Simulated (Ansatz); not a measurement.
Hypothetical rock salt BeTe: pressure series

Take BeTe in the rock salt structure (space group Fm-3m, No. 225; a = 5.361 Å; a hypothetical phase, not in the database extracts checked) as the base.

Cell and atoms are relaxed at each pressure.

All numbers come from DFT with PBE, PAW potentials and a 420 eV plane-wave cutoff in Ansatz (an electronic-structure program), without spin-orbit coupling, earlier PAW set.

Notes on the quantities. enthalpy: H = E + PV relative to the base's energy.

| change | enthalpy | shortest interatomic distance |
|---|---|---|
| base | – | 2.680 Å |
| pressure −2 GPa | -0.24 eV/atom | 2.709 Å |
| pressure −1 GPa | -0.12 eV/atom | 2.694 Å |
| pressure 3 GPa | +0.35 eV/atom | 2.644 Å |
| pressure 7 GPa | +0.80 eV/atom | 2.603 Å |
| pressure 15 GPa | +1.65 eV/atom | 2.540 Å |
| pressure 30 GPa | +3.11 eV/atom | 2.456 Å |
| pressure 50 GPa | +4.86 eV/atom | 2.378 Å |
| pressure 75 GPa | +6.87 eV/atom | 2.307 Å |
| pressure 100 GPa | +8.71 eV/atom | 2.253 Å |

Load acts through the strain it causes; cell and atoms are relaxed under it. Stability against distortions was not tested. Competing high-pressure phases were not computed. All final runs are without spin polarisation.
